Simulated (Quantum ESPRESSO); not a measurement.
Quantum ESPRESSO run on Y2GaNi2 (Immm, 5 atoms in the cell): self-consistent single point.

Method: PBEsol, GBRV 1.5 ultrasoft (PBESOL) pseudopotentials (plane waves; Quantum ESPRESSO).

The change in words: lattice scaled by 0.98. Reference geometry:
```
CELL_PARAMETERS angstrom
     -2.08559     2.66544     4.12435
      2.08559    -2.66544     4.12435
      2.08559     2.66544    -4.12435
ATOMIC_POSITIONS crystal
  Y  0.70213 0.20213 0.50000
  Y  0.29787 0.79787 0.50000
  Ga 0.00000 0.00000 0.00000
  Ni 0.26759 0.50000 0.76759
  Ni 0.73241 0.50000 0.23241
```

Reference input (self-consistent single point, DFT, PBEsol, plane waves, GBRV 1.5 ultrasoft (PBESOL) pseudopotentials): ecutwfc = 50 Ry; ecutrho = 400 Ry; occupations = smearing; smearing = fd; degauss = 0.0073499 Ry; K_POINTS = automatic 6 6 6 0 0 0; conv_thr = 1e-10 Ry; mixing_beta = 0.7. This run's input differs from it in these lines:

```diff
@@ -35,5 +35,5 @@
 CELL_PARAMETERS angstrom
-  -2.0855850000     2.6654400000     4.1243500000
-   2.0855850000    -2.6654400000     4.1243500000
-   2.0855850000     2.6654400000    -4.1243500000
+  -2.0438730000     2.6121310000     4.0418630000
+   2.0438730000    -2.6121310000     4.0418630000
+   2.0438730000     2.6121310000    -4.0418630000
```

Output (repeated stretches shortened):

```
     Self-consistent Calculation

     iteration #  1     ecut=    50.00 Ry     beta= 0.70

     total energy              =   -1180.72858388 Ry
     estimated scf accuracy    <     139.59694998 Ry

     iteration #  2     ecut=    50.00 Ry     beta= 0.70

     total energy              =   -1266.46419252 Ry
     estimated scf accuracy    <     361.35868113 Ry

     iteration #  3     ecut=    50.00 Ry     beta= 0.70

     total energy              =   -1290.20081267 Ry
     estimated scf accuracy    <      38.63431727 Ry

   [... 18 blocks of this kind left out ...]

     iteration # 22     ecut=    50.00 Ry     beta= 0.70

     total energy              =   -1286.69612149 Ry
     estimated scf accuracy    <          3.5E-10 Ry

     iteration # 23     ecut=    50.00 Ry     beta= 0.70
     End of self-consistent calculation

     the Fermi energy is    14.4550 ev

!    total energy              =   -1286.69612149 Ry
     estimated scf accuracy    <          1.8E-11 Ry
     smearing contrib. (-TS)   =      -0.00826887 Ry
     internal energy E=F+TS    =   -1286.68785263 Ry

     convergence has been achieved in  23 iterations

     Forces acting on atoms (cartesian axes, Ry/au):

     atom    1 type  1   force =    -0.00000000   -0.00000000   -0.00083786
     atom    2 type  1   force =     0.00000000    0.00000000    0.00083786
     atom    3 type  2   force =     0.00000000    0.00000000    0.00000000
     atom    4 type  3   force =     0.00000000   -0.00184435    0.00000000
     atom    5 type  3   force =     0.00000000    0.00184435    0.00000000

     Total force =     0.002865     Total SCF correction =     0.000002

          total   stress  (Ry/bohr**3)                   (kbar)     P=       37.47
   0.00025792   0.00000000   0.00000000           37.94        0.00        0.00
   0.00000000   0.00025175   0.00000000            0.00       37.03        0.00
   0.00000000   0.00000000   0.00025446            0.00        0.00       37.43

   JOB DONE.
```

The run converged in 23 iterations. Against the reference run the free energy rises by 3.7 meV/atom, the pressure goes from -2.56 to 3.75 GPa and the largest force hardly changes (0.045 to 0.047 eV/Å).

The starting cell comes from a database of computed structures (which also holds hypothetical and non-ambient phases and stackings), without a prior relaxation at this level. For this run, on top of that: lattice scaled by 0.98. Spin polarisation is off. With a pressure of about 4 GPa the cell is away from its equilibrium volume at this level.

Cost on one core of a shared machine: roughly 8 min.
